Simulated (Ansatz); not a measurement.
Structures of equal composition on the (111) surface of fcc Ir: a layer of Ag in place of the second plane; a layer of Ag in place of the third plane. The slabs share one bottom face, and each structure is named by its start. These are constructed structures in small cells; real faces may alloy, dewet or reconstruct in larger ones, and not all known structures of the face are among them. Slabs of about 11 Å, Fermi-Dirac smearing of 0.1 eV. Bottom of the slabs: a bare face, its two planes held. Relaxed from the named starts with such symmetry as they have, on meshes of like density; energies extrapolated to zero smearing; spin only where a row says so; no spin-orbit coupling, no U. Brackets mark spin-polarised runs, whose order is one that fits the cell.

All values below come from PBE (plane waves to 420 eV, PAW; Ansatz, a program for electronic structure).

Task: Rank these by energy per 1x1 cell (lowest first), as PBE gives it.

Result: a layer of Ag in place of the second plane (0.000 eV), a layer of Ag in place of the third plane (0.059 eV)
